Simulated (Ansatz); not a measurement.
**Worked example: self-consistent single point of Ge₂W (I4mm, 3 atoms in the cell) in Ansatz (an electronic-structure program)**

Computed with PBEsol, default PAW files made with PBE (plane waves; Ansatz).

The input file:

Ansatz 0.2 input:
```yaml
# Ge2W
crystal:
  lattice:
    - [-1.670601, 1.670601, 4.109244]
    - [1.670601, -1.670601, 4.109244]
    - [1.670601, 1.670601, -4.109244]
  atoms:
    - { symbol: Ge, position_ang: [-0.000000, 0.000000, 2.824481] }
    - { symbol: Ge, position_ang: [0.000000, -0.000000, 5.444009] }
    - { symbol: W, position_ang: [0.000000, 0.000000, 0.000000] }
basis:
  ecutwfc: 420.0
kpoints:
  mp_grid: { grid: [8, 8, 8] }
hamiltonian:
  xc: pbesol
  pseudopotentials: { kind: paw }
scf:
  occupations: { method: gaussian, width: 0.1 }
output:
  forces: true
  eigenvalues: true
  stress: true
```

Log, with long lists cut:

```
WARN ansatz: RAYON_NUM_THREADS=1 ignored (pool sized by the plan → 1); use --threads N
basis.fft_grid_basis auto: the FFT boxes are laid along the combinations [[1, 0, 1], [0, 1, 1], [0, 0, 1]] of the cell's own vectors, 3.341, 3.341 and 4.740 Å …
Pseudopotentials: kind: paw
Pseudopotential: Ge, paw, valence charge 14
Pseudopotential: W, paw, valence charge 14
Crystal: 3 atoms, lattice volume = 45.874 Å³
Basis set: ecut = 420 eV, 897 PW (Γ), FFT grids on a1+a3, a2+a3, a3, exchange–correlation on 48×48×64 points (8 copies of the dense FFT grid, shifted against one another)
Bands: 26, of which v1, the nominal top of the filled ones, is band 21 counted from 1 (20 counted from 0)
Symmetry: 8 space group operations
Space group: I4mm (ITA 107), of the structure as read, at distance tolerance 3.6e-5 Å
k-points: 59 of 512 (time reversal used)
PAW frozen core: Ge, regenerated for the run's functional, and the local potential with it
PAW frozen core: W, regenerated for the run's functional, and the local potential with it
Initial density: superposition of atomic densities (neutral atoms: chi_scale 0, normalization atom), corrected by the library's trained network
Initial wavefunctions: pseudopotential atomic-orbital guess
Eigensolver: davidson
Functional: x = pbesol(κ = 0.804, μ = 0.12345679012345678), c = pbesol(β = 0.046)
SCF iter   1: F=—  HF=-18763.625451 eV  |F-HF|=—  |Δ(HF+E_count)|=         —  Δρ=3.50e-3  dr2=5.13e-3  ethr=1.77e-3  ⟨swp⟩=5.3  Hψ=6825  notcnv=0
all-band conjugate gradients solve this SCF's bands
preconditioner: auto → Kerker (q_TF=auto, 2.688 Å⁻¹)
SCF iter   2: F=—  HF=-18763.624247 eV  |F-HF|=—  |Δ(HF+E_count)|=   1.20e-3  Δρ=1.96e-3  dr2=1.30e-3  ethr=1.22e-5  ⟨swp⟩=2.0  Hψ=2638  notcnv=0
SCF iter   3: F=—  HF=-18763.624132 eV  |F-HF|=—  |Δ(HF+E_count)|=   1.16e-4  Δρ=9.65e-4  dr2=4.01e-4  ethr=3.09e-6  ⟨swp⟩=1.0  Hψ=1488  notcnv=0
SCF iter   4: F=—  HF=-18763.624038 eV  |F-HF|=—  |Δ(HF+E_count)|=   9.35e-5  Δρ=1.52e-4  dr2=7.79e-6  ethr=9.55e-7  ⟨swp⟩=2.1  Hψ=1918  notcnv=0
SCF iter   5: F=—  HF=-18763.624023 eV  |F-HF|=—  |Δ(HF+E_count)|=   1.57e-5  Δρ=4.25e-5  dr2=5.52e-7  ethr=1.85e-8  ⟨swp⟩=2.0  Hψ=2473  notcnv=0
SCF iter   6: F=-18763.624022 eV  HF=-18763.624022 eV  |F-HF|=2.45e-9  |Δ(HF+E_count)|=   1.83e-7  Δρ=8.20e-6  dr2=1.81e-8  ethr=2.38e-10  ⟨swp⟩=7.3  Hψ=6722  notcnv=0
SCF 1 converged in 6 iterations: F = -18763.624022 eV  dr2 = 1.81e-8
SCF converged after 6 iterations
Free energy (F): -18763.624022 eV
Harris-Foulkes:  -18763.624022 eV  (|F-HF|=2.45e-9)
Internal energy: -18763.620754 eV  (E = F + TS)
E sigma→0 (E₀):  -18763.622388 eV
Entropy (-TS):   -0.003269 eV (-1.090 meV/atom)
Fermi energy:    17.330157 eV
--- Per-component energies (eV) ---
  E_band       = -213.378707
  E_kinetic    = 677.709315
  E_local      = -4513.691225  (includes V_loc(G=0)·N_el)
  E_nonlocal   = 845.450281
  E_hartree    = 1952.225840
  E_xc         = -417.433185
  E_vxc        = -371.216676  (∫ρ·V_xc dr)
  E_paw        = -12395.839157  (= ΣΔE_a)
  E_vpaw       = -756.083730  (= ΣTr[D̂ρ^β])
  E_aug_tail   = 0.000527  (compensation charges beyond the density's cutoff)
  E_ewald      = -4914.100814
  E_core_change = 2.057665  (= ΣΔE_core)
  E_smearing   = -0.003269  (= −TS)
  E_closure    = 0.000000  (closes the sum)
  Σ components = -18763.624022   (vs F -18763.624022, Δ=0.00e0)
--- Forces (eV/Å), atoms counted from 1 ---
  atom   1  Ge    -0.00000000    -0.00000000    -0.55391745
  atom   2  Ge     0.00000000     0.00000000     0.33593362
  atom   3  W      0.00000000    -0.00000000     0.21798132
  max |Σ_I F_I| component: 2.52e-6 eV/Å
--- Stress (GPa, compression-positive) ---
       -4.726963       0.000000      -0.000000
        0.000000      -4.726963       0.000000
       -0.000000       0.000000      -2.406943
  P = ⅓ Tr σ = -3.9536 GPa (-39.536 kbar)
  The stress holds the Pulay correction. Without it, at fixed plane waves, as pw.x and ABINIT print it: P = -3.9978 GPa
--- Band table (eV; the first three rows and the last of 59) ---
  k-point 0: bands = ["-56.6564", "-20.9061", "-20.9061", "-20.8897", "-7.4245", "-7.4181", "-7.4140", "-7.3782", "-7.3782", "-7.3499", "-7.3499", "-7.3449", "-7.3387", "-7.2979", "3.3781", "10.9785", "12.3740", "14.4480", "14.8951", "14.8951", [...]
  k-point 1: bands = ["-56.6551", "-20.9257", "-20.9239", "-20.8857", "-7.4345", "-7.4188", "-7.4059", "-7.3833", "-7.3767", "-7.3555", "-7.3547", "-7.3366", "-7.3291", "-7.2940", "3.8400", "11.3806", "11.7599", "14.0645", "14.5165", "15.7972", [...]
  k-point 2: bands = ["-56.6522", "-20.9705", "-20.9668", "-20.8766", "-7.4617", "-7.4211", "-7.3979", "-7.3888", "-7.3641", "-7.3594", "-7.3523", "-7.3246", "-7.3196", "-7.2817", "5.1150", "11.1228", "11.8237", "12.6269", "14.3544", "14.8046", [...]
  k-point 58: bands = ["-56.6563", "-20.9062", "-20.9062", "-20.8971", "-7.4993", "-7.4296", "-7.4296", "-7.4257", "-7.4079", "-7.3276", "-7.3079", "-7.3003", "-7.3003", "-7.2792", "5.5006", "6.0881", "14.2137", "15.5624", "16.6650", "16.6650", [...]
```

The run converged in 6 iterations.

The starting cell comes from a database of computed structures (which also holds hypothetical and non-ambient phases and stackings), without a prior relaxation at this level. Its lattice was rescaled by up to half a per cent. One atom was moved a little off its site on purpose. Spin-orbit coupling is off. Spin polarisation is off. With a pressure of about -4 GPa the cell is away from its equilibrium volume at this level. Ansatz's pressure includes its estimate of the finite-basis (Pulay) stress.
